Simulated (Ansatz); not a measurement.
## Ru, response to strain

Consider Ru in the hcp (Mg type) structure (space group P6_3/mmc, No. 194; relaxed with 0.1 eV smearing).

```
CELL_PARAMETERS angstrom
      2.72191     0.00000     0.00000
     -1.36096     2.35725     0.00000
      0.00000     0.00000     4.29398
ATOMIC_POSITIONS crystal
  Ru 0.66667 0.33333 0.75000
  Ru 0.33333 0.66667 0.25000
```

Strains are applied to the cell and any free atomic positions relax.

All numbers come from Kohn–Sham DFT with the PBE functional, run in Ansatz (an electronic-structure program) with PAW and 420 eV plane waves, scalar-relativistic without spin-orbit coupling.

Notes on the quantities. energy relative to the base: free energy F.

```json
[
 {"isotropic strain (%)": "-3", "energy relative to the base (meV/atom)": "121.9"},
 {"isotropic strain (%)": "-2.5", "energy relative to the base (meV/atom)": "83.0"},
 {"isotropic strain (%)": "-2", "energy relative to the base (meV/atom)": "52.1"},
 {"isotropic strain (%)": "-1.5", "energy relative to the base (meV/atom)": "?"},
 {"isotropic strain (%)": "-0.5", "energy relative to the base (meV/atom)": "3.1"},
 {"isotropic strain (%)": "0", "energy relative to the base (meV/atom)": "0.0"},
 {"isotropic strain (%)": "1.5", "energy relative to the base (meV/atom)": "25.6"},
 {"isotropic strain (%)": "2", "energy relative to the base (meV/atom)": "44.6"},
 {"isotropic strain (%)": "3", "energy relative to the base (meV/atom)": "96.5"}
]
```

**Question.** Fit ΔE = Aε² + Bε³ (ε in %) to the rows shown and predict the withheld row.

**Answer.** Least squares on the printed values gives A = 12.1 and B = -0.47 meV/atom (largest residual 0.1 meV/atom); this predicts 28.9 meV/atom, and the run gives 28.7 meV/atom, 0.2 lower.

Stability against distortions was not tested. All final runs are without spin polarisation.
